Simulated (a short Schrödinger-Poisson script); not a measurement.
# Symmetric double-gate stack, SiO2 on p-type InP

System: symmetric double-gate stack, SiO2 on p-type InP, at 300 K.

```
layer  material  thickness (nm)  Na (cm⁻³)
-----  --------  --------------  ---------
1          SiO2               3          -
2           InP               5       2e16
3          SiO2               3          -
```

Constants are typed, rounded textbook-type inputs, not results; the design itself was drawn at random and stands for no fabricated device. SiO2: permittivity 3.9, conduction-band edge (eV) 3.48, gap (eV) 9, electron mass (mₑ) 0.5. InP: permittivity 12.5, conduction-band edge (eV) 0, gap (eV) 1.344, Nv at 300 K (cm⁻³) 1.1e19.

Channel valleys (confinement mass, in-plane density-of-states mass, number): Γ 0.08, 0.08, 1. At the gates, both at one voltage, the conduction-band edge of layer 1 lies 3.8 eV − eVg above the Fermi level of the channel. Gaps are held at their typed values at every temperature. Mesh 0.03 nm at interfaces.

From a short Schrödinger-Poisson script (our own, NumPy): 1D Poisson equation in equilibrium, electrons quantum, Hartree (BenDaniel-Duke, 12 states a valley, the channel's in-plane mass for all, wave functions ending at the dielectric), parabolic valleys, classical holes, full ionisation, no traps, pinning or gate leakage.

```
Vg (V)  electrons (cm⁻²)  C (μF/cm²)  Γ E0 (meV)  Γ E1 (meV)
------  ----------------  ----------  ----------  ----------
0.2               5.61e6     < 0.003       308.8       872.7
0.3               2.68e8     < 0.003       208.8       772.7
0.4              1.23e10      0.0741       109.8       673.6
0.5              2.47e11       0.803        28.6       591.9
0.6              9.27e11        1.28       -16.9       544.9
0.7              1.77e12        1.40       -49.4       510.5
0.8              2.66e12        1.44       -78.3       479.6
0.9              3.56e12        1.45      -106.0       449.8
1                4.46e12        1.45      -133.4       420.3
1.1              5.37e12        1.46      -160.7       391.0
1.2              6.28e12        1.46      -187.9       361.8
1.3              7.19e12        1.46      -215.1       332.5
1.4              8.10e12        1.46      -242.3       303.3
1.5              9.01e12        1.46      -269.5       274.1
1.6              9.92e12        1.46      -296.8       244.8
1.7              1.08e13        1.46      -324.0       215.6
1.8              1.17e13        1.46      -351.2       186.4
```

Gate voltages with under 1e6 electrons/cm² are left out.

Subbands count from the Fermi level. The capacitance is that of both gates.

Above a few 1e12 electrons/cm² a light Γ valley is non-parabolic and upper valleys begin to fill, which the model leaves out.
